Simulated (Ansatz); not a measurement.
The parent structure is InAs in the zinc blende structure (space group F-43m, No. 216; a = 6.108 Å).

Computed with r2SCAN in Ansatz (plane waves to 500 eV, PAW, no spin-orbit coupling), earlier PAW set.

Before the change:

* **Band gap**: 0.08 eV
* **Lattice parameter a**: 6.108 Å

Modification: hydrostatic tension (pressure −1 GPa).

Question: What does the calculation give for the band gap and lattice parameter a after the change?

Answer: The band gap changes from 0.08 eV to zero; the lattice parameter a goes up by 0.0382 Å to 6.147 Å.

The mesh was chosen for an insulator and is coarse for the gapless case. Load acts through the strain it causes; cell and atoms are relaxed under it. Stability against distortions was not tested. The final runs are not spin-polarised. A zero or small gap of InAs can be the functional's error rather than a property of the material.

Ansatz is a quantum-chemistry and plane-wave program.
